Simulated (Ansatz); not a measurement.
For LaLuO3 (model structure, started from the cubic perovskite type, Pm-3m, No. 221, 5 atoms in the cell), LDA (Ansatz, a quantum-chemistry and plane-wave program, plane waves, PAW) gives:

```
Quantity                         Result
------------------------------  -------
equilibrium lattice constant a  4.153 Å
bulk modulus B0                 163 GPa
band gap                        1.37 eV
```

### Question
What does PBEsol in Ansatz (PAW) give for the same quantities?

### Answer

- lattice constant a: 4.193 Å (grows by 1.0 %)
- bulk modulus: 151 GPa (shrinks by 7.4 %)
- band gap: 1.43 eV (grows by 0.06 eV)

Changes are worked out from the printed values.

Unless a cell is named, each level is at its own relaxed cell (LDA 14.32, PBEsol 14.74 Å³/atom).

Levels without +SOC leave out spin–orbit coupling, which shifts energies and cells of such heavy elements.

Levels without +SOC have no spin–orbit coupling; where heavier elements are present it shifts gaps, mostly down, and can invert bands. Density-functional gaps are differences of (generalised) Kohn–Sham levels.

Caveats: the bulk modulus is −V dP/dV from two relaxed cells at ±2 % in volume (LDA, PBEsol). Ansatz's density-functional and Hartree–Fock values are scalar-relativistic unless marked +SOC, with PAW data made under PBE.

A model structure was made by putting elements into a prototype or built by hand; it is no filed structure, need not be a known phase, and can be a saddle point held by its symmetry.
